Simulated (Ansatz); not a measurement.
Base system: InSb in the zinc blende structure (space group F-43m, No. 216; a = 6.519 Å). Axes: x, y, z lie along the cube axes.

The values are results of Ansatz (an electronic-structure program), PBEsol, PAW, cutoff 420 eV, no spin-orbit coupling, not measurements.

Strains are applied to the cell and any free atomic positions relax; under biaxial strain the out-of-plane vector relaxes too; under stress the whole cell relaxes.

One change was made to it. Results:

```tsv
quantity	base	after
volume per atom	34.63 Å³	34.03 Å³
energy relative to the base (free energy F)	0 meV/atom	+15 meV/atom
```

Problem. Name the change that was made.
A) biaxial strain −0.89 %, plane normal [111], relaxed out of plane
B) tensor shear ε_xy = +0.44 %
C) uniaxial strain ε_yy = +1.61 %
D) uniaxial stress, 2 GPa compression along x

Solution. D, uniaxial stress, 2 GPa compression along x. For comparison, the energy relative to the base in the other runs: uniaxial strain ε_yy = +1.61 % gives +1.7 meV/atom; tensor shear ε_xy = +0.44 % gives +0.2 meV/atom; biaxial strain −0.89 %, plane normal [111], relaxed out of plane gives +1.5 meV/atom.

Stability under load was not tested beyond the relaxation. The final runs are not spin-polarised.
